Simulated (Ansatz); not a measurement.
## F on the 1x1 (101) surface of anatase TiO2 (cut with top plane O), one in a 2x1 cell, started at the site 'top O'

Host crystal: anatase TiO2, with a band gap (PBE, scalar-relativistic without spin-orbit coupling).

Computed with r2SCAN, at the PBE geometry and the start's symmetry (plane waves to 500 eV, PAW; Ansatz, a program for electronic structure).

Slab: 37 atoms, 9.4 Å thick at the start under the adsorbate (thin: gaps and levels are the slab's own); k 3x4x1, smearing 0.01 eV, dipole-corrected; single point; no symmetry held, on the structure that PBE left; spin-polarised, ending with about 1.0 μB a cell; orders that need a larger cell were not tried, no spin-orbit, no U, no dispersion correction. The program's check for a lower electronic state was not made. It is one chosen start, not shown to be the lowest state of the adsorbate.

```
Item                                                                                                                                                                              Value
----------------------------------------------------------------------------------------------------------------------  ---------------------------------------------------------------
energy of the end state, in which the adsorbate broke or entered a bond of the host, against ½ F2(g) at the same level                                                       4.7 kJ/mol
gap of the slab on its k-mesh                                                                                                                                                   0.40 eV
highest filled level below the top vacuum level                                                                                                                                 8.43 eV
change of the step from the bottom to the top vacuum level, against the clean slab                                                                                              0.53 eV
height of the binding atom over the mean of the host atoms within 0.3 Å of the top one                                                                                          0.702 Å
magnetic moment of the cell                                                                                                                                                     1.00 μB
note                                                                                                                    in the relaxation the adsorbate left its starting site by 1.5 Å
```

A negative adsorption energy means that the adsorbate is more stable on the surface than in its reference.
